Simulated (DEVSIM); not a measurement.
## GaN p-n junction from an implanted or diffused profile

System: GaN p-n junction from an implanted or diffused profile, at 350 K.

| layer (left to right) | material | thickness (μm) | Nd (cm⁻³) | τn (s) | τp (s) |
|---|---|---|---|---|---|
| 1 | GaN | 12.0 | 6.2e15 | 7.9e-9 | 7.9e-9 |

Added acceptor profile: 1.6e18 cm⁻³ × exp(−(x − 0.059 μm)²/(2·(0.21 μm)²)). Left contact: ohmic. Right contact: ohmic. Voltage is applied to the left contact. Recombination: SRH at mid-gap, radiative, Auger. Mobility is μmin + (μ − μmin)/(1 + (N/Nref)^α).

Constants are typed, rounded textbook-type inputs, not results; the design itself was drawn at random and stands for no fabricated device. Values at 300 K; Nc and Nv go as T^1.5, mobilities as T to minus their exponent, the gap by Varshni's rule with the affinity fixed.

```tsv
parameter	GaN
gap (eV)	3.43
affinity (eV)	4.1
permittivity	9.5
Nc (cm⁻³)	2.3e18
Nv (cm⁻³)	4.6e19
μn (cm²/Vs)	1200
μp (cm²/Vs)	100
μn,min	55
μp,min	3
Nref,n	2e17
Nref,p	3e17
αn	1
αp	2
T exponent of μn	1.5
T exponent of μp	2
B (cm³/s)	1e-11
Cn (cm⁶/s)	1e-30
Cp (cm⁶/s)	1e-30
Varshni α (eV/K)	0.00091
Varshni β (K)	830
```

DEVSIM, 1D drift-diffusion, Boltzmann statistics, complete ionisation; no tunnelling, impact ionisation, image-force lowering or self-heating.

The potential step across the device at zero bias is 3.113 V and the dark forward voltage at 1 A/cm² is 2.857 V. The dark forward voltage at 100 A/cm² is 3.125 V.

Small-signal capacitance in reverse bias (quasi-static):

| V (V) | C (nF/cm²) |
|---|---|
| -0.04 | 10.8 |
| -0.1 | 10.7 |
| -0.2 | 10.5 |
| -0.3 | 10.4 |
| -0.4 | 10.2 |
| -0.6 | 9.97 |
| -0.8 | 9.72 |
| -1 | 9.48 |
| -1.3 | 9.17 |
| -1.6 | 8.88 |
| -2 | 8.53 |

Dark forward current:

```tsv
V (V)	J (A/cm²)
1.25	8.5e-14
1.75	4.1e-10
1.80	9.7e-10
1.90	5.4e-9
1.95	1.3e-8
2.05	7.1e-8
2.10	1.7e-7
2.20	9.6e-7
2.25	2.3e-6
2.35	1.3e-5
2.45	8.1e-5
2.50	0.00020
2.60	0.0014
2.65	0.0042
2.75	0.050
2.80	0.20
2.90	3.2
2.95	9.9
3.05	46
3.15	130
3.20	190
3.30	360
3.35	470
3.45	750
3.50	930
3.60	1300
3.65	1600
3.75	2100
```
